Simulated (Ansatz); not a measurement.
A self-consistent single point of AlInSb2 (Pmm2, 4 atoms in the cell) with Ansatz (a program for electronic structure).

Level of theory: LDA (PW92), default PAW files made with PBE (plane waves; Ansatz).

```yaml
crystal:
  lattice:
    - [4.49265, 0.00000, 0.00000]
    - [0.00000, 4.49265, 0.00000]
    - [0.00000, 0.00000, 6.32977]
  atoms:
    - { symbol: Al, position: [0.00000, 0.00000, 0.00790] }
    - { symbol: In, position: [0.50000, 0.50000, 0.50000] }
    - { symbol: Sb, position: [0.00000, 0.50000, 0.23337] }
    - { symbol: Sb, position: [0.50000, 0.00000, 0.76663] }
```

Reference input (self-consistent single point, DFT, LDA (PW92), plane waves, default PAW files made with PBE): basis.ecutwfc = 420 eV; kpoints.mp_grid.grid = 6 6 4; hamiltonian.xc = lda; hamiltonian.pseudopotentials = {kind: paw} (the program's default PAW files); scf.occupations.method = fermi_dirac; scf.occupations.width = 0.01 eV. This run's input differs from it in these lines:

Ansatz 0.2 input:
```diff
@@ -14,3 +14,3 @@
 kpoints:
-  mp_grid: { grid: [6, 6, 4] }
+  mp_grid: { grid: [3, 3, 3], shift: [0.5, 0.5, 0.5] }
 hamiltonian:
```

Output, abridged:

```
SCF iter   1: F=—  HF=-18642.372602 eV  |F-HF|=—  |Δ(HF+E_count)|=         —  Δρ=7.00e-3  dr2=5.05e-2  ethr=1.77e-3  ⟨swp⟩=8.9  Hψ=1194  notcnv=0
all-band conjugate gradients solve this SCF's bands
preconditioner: auto → Resta (q_TF=auto, 2.301 Å⁻¹)
SCF iter   2: F=—  HF=-18642.359861 eV  |F-HF|=—  |Δ(HF+E_count)|=   1.27e-2  Δρ=3.19e-3  dr2=1.08e-2  ethr=1.10e-4  ⟨swp⟩=2.9  Hψ=408  notcnv=0  defer=8
SCF iter   3: F=—  HF=-18642.357795 eV  |F-HF|=—  |Δ(HF+E_count)|=   2.07e-3  Δρ=5.44e-4  dr2=4.71e-4  ethr=2.35e-5  ⟨swp⟩=3.2  Hψ=423  notcnv=0  defer=8
SCF iter   4: F=—  HF=-18642.357837 eV  |F-HF|=—  |Δ(HF+E_count)|=   4.17e-5  Δρ=1.23e-4  dr2=3.23e-5  ethr=1.02e-6  ⟨swp⟩=2.9  Hψ=404  notcnv=0  defer=8
SCF iter   5: F=—  HF=-18642.357828 eV  |F-HF|=—  |Δ(HF+E_count)|=   8.77e-6  Δρ=4.59e-5  dr2=3.23e-6  ethr=7.01e-8  ⟨swp⟩=2.0  Hψ=400  notcnv=0  defer=8
SCF iter   6: F=-18642.357828 eV  HF=-18642.357828 eV  |F-HF|=5.07e-8  |Δ(HF+E_count)|=   4.99e-7  Δρ=8.19e-6  dr2=9.35e-8  ethr=2.17e-10  ⟨swp⟩=9.1  Hψ=1190  notcnv=0
SCF 1 converged in 6 iterations: F = -18642.357828 eV  dr2 = 9.35e-8
Free energy (F): -18642.357828 eV
Internal energy: -18642.357828 eV  (E = F + TS)
E sigma→0 (E₀):  -18642.357828 eV
Fermi energy:    6.794984 eV
--- Forces (eV/Å), atoms counted from 1 ---
  atom   1  Al     0.00000000     0.00000000    -0.42145244
  atom   2  In     0.00000000     0.00000000     0.06909008
  atom   3  Sb     0.00000000     0.00000000     0.30034297
  atom   4  Sb     0.00000000     0.00000000     0.05202912
--- Stress (GPa, compression-positive) ---
       -2.878450       0.000000       0.000000
        0.000000      -2.072509       0.000000
        0.000000       0.000000      -0.863446
  P = ⅓ Tr σ = -1.9381 GPa (-19.381 kbar)
  The stress holds the Pulay correction. Without it, at fixed plane waves, as pw.x and ABINIT print it: P = -1.9671 GPa
```

The run converged in 6 iterations. Against the reference run the free energy goes down by 69.2 meV/atom, the pressure goes from -1.65 to -1.94 GPa, the largest force hardly changes (0.414 to 0.421 eV/Å) and the gap on the mesh goes from 0.263 to 1.914 eV.

The starting cell comes from a database of computed structures (which also holds hypothetical and non-ambient phases and stackings), without a prior relaxation at this level. Its lattice was rescaled by up to half a per cent. One atom was moved a little off its site on purpose. Spin-orbit coupling is off. Ansatz's pressure includes its estimate of the finite-basis (Pulay) stress. Another mesh or the band path of this cell gives a smaller gap, so this value is not converged in the mesh.
